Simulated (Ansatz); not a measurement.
The parent structure is Al₂Au (space group Fm-3m, No. 225; a = 6.061 Å; relaxed with 0.1 eV smearing). Axes: x, y, z lie along the cube axes.

Calculations: PBE in Ansatz (plane waves to 420 eV, PAW, no SOC).

The change: the cell is scaled by 0.9700 in all directions; the atoms relax in the strained cell.

Problem. Predict the stress tensor and what it implies for the stiffness.

Solution. Stress of the strained cell less that of the base (GPa, compression positive):
```
   11.9     0.0     0.0
    0.0    11.9     0.0
    0.0     0.0    11.9
```

Then B = −ΔP/(ΔV/V₀) with ΔV/V₀ = -0.0873 gives secant stiffness values (nonlinear terms included at this strain): B ≈ 136 GPa.

As a check, the harmonic strain energy −½ V₀ Δσ:ε is 62 meV/atom; the computed energy rise is 55 meV/atom.

Stability against distortions was not tested.

Ansatz is a first-principles code.
